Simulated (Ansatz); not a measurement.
We consider AlZnNO (model structure, started from the AlSiCN type, P3m1, No. 156, 4 atoms in the cell), described by HSE06 in Ansatz (plane waves, PAW).

Settings: plane-wave cutoff 460 eV, 9×9×6 k mesh (along the axes of the cell as run), Fermi–Dirac smearing 0.01 eV, scalar-relativistic PAW data made under PBE.

Cell (relaxed with PBEsol):

AlZnNO is modelled in the trigonal space group P3m1 (No. 156), Pearson symbol hP4. Cell: a = b = 3.1384 Å, c = 5.1453 Å, α = β = 90.00°, γ = 120.00°. Al on 1b sees 1 O at 1.821 Å and 3 N at 1.887 Å (tetrahedral). Zn on 1c is coordinated by 1 N at 1.958 Å and 3 O at 1.998 Å (tetrahedral). O on 1b has 1 Al at 1.821 Å and 3 Zn at 1.998 Å (tetrahedral). N on 1c is surrounded by 3 Al at 1.887 Å and 1 Zn at 1.958 Å (tetrahedral). (Neighbours: up to the widest gap in distance over summed covalent radii, below 1.35, at either atom; cation-cation and far metal-metal contacts left out.)

Give the computed band gap.


- band gap: 3.85 eV (on the SCF k mesh)

Note: the relaxation could raise the start's symmetry but not lower it, so the cell can be a saddle point; cell and atoms aren't relaxed at this level (largest force component 0.19 eV/Å, pressure 0.3 GPa).

Static lattice: no zero-point or thermal effects.

Cost on a shared machine: around 3 core-minutes (rough).

A model structure was made by putting elements into a prototype or built by hand; it is no filed structure, need not be a known phase, and can be a saddle point held by its symmetry.

Ansatz is a program for electronic structure.
